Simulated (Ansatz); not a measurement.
Start from TiO2 in the rutile structure (space group P4_2/mnm, No. 136; a = 4.5481 Å, c = 2.9171 Å). Axes: x, y, z lie along a, b, c of the conventional cell.

Calculations: DFT with LDA, PAW potentials and a 420 eV plane-wave cutoff in Ansatz (a quantum-chemistry and plane-wave program), no spin-orbit coupling.

Before the change:

| Quantity | Result |
|---|---|
| Electron mass | 0.52 mₑ along c, 1.1 mₑ across (at Γ) |
| Band gap | 1.86 eV |

Now apply this change: uniaxial strain ε_zz = −3.00 %, all other strain components held at zero; the atoms relax in the strained cell.

Question: How does this affect the energy relative to the base?

Answer: The energy rises by 16 meV/atom.

Question: Estimate the effect on the stress.

Answer: The stress (xx, yy, zz, yz, xz, xy; compression positive) amounts to (5.57, 5.57, 17.31, 0.00, 0.00, 0.00) GPa.

Question: How does this affect the electron mass?

Answer: The electron mass becomes 0.47 mₑ along z, 1.0 mₑ across (at Γ) (base: 0.52 mₑ along c, 1.1 mₑ across (at Γ)).

Question: What happens to the band gap?

Answer: The band gap grows by 0.05 eV, from 1.86 eV to 1.91 eV.

Masses are band curvatures over ±0.01 Å⁻¹ around the edge. No phonon test of stability was made. The final runs are not spin-polarised.
